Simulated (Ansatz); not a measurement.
Results of PBEsol (plane waves, PAW; Ansatz, a first-principles code) for CsSnI3 (P4/mbm, No. 127, 10 atoms in the cell; start COD 4117958; high-temperature phase).

Settings: plane-wave cutoff 520 eV, 4×4×6 k mesh (along the axes of the cell as run), Fermi–Dirac smearing 0.01 eV, scalar-relativistic PAW data made under PBE.

Cell (measured lattice):

Space group P4/mbm (No. 127); a = b = 8.7182 Å, c = 6.1908 Å, α = β = γ = 90.00°

```csv
atom,site,symmetry,x,y,z
I,2a,4/m..,0.0000,0.0000,0.0000
I,4h,m.2m,0.2763,0.2237,0.5000
Sn,2b,4/m..,0.5000,0.5000,0.5000
Cs,2d,m.mm,0.0000,0.5000,0.0000
```

Estimate the band gap and Γ–Γ gap that the calculation returns.


- band gap = 0.27 eV
- Γ–Γ gap = 1.57 eV

Note: held by symmetry at 0 K, a high-temperature phase can be a saddle point; cell and atoms aren't relaxed at this level (largest force component 0.02 eV/Å, pressure -0.4 GPa).

Spin–orbit coupling is not included; it can close the smallest gap of 0.27 eV.

Static lattice: no zero-point or thermal effects.

The result took roughly 2.8 core-minutes.
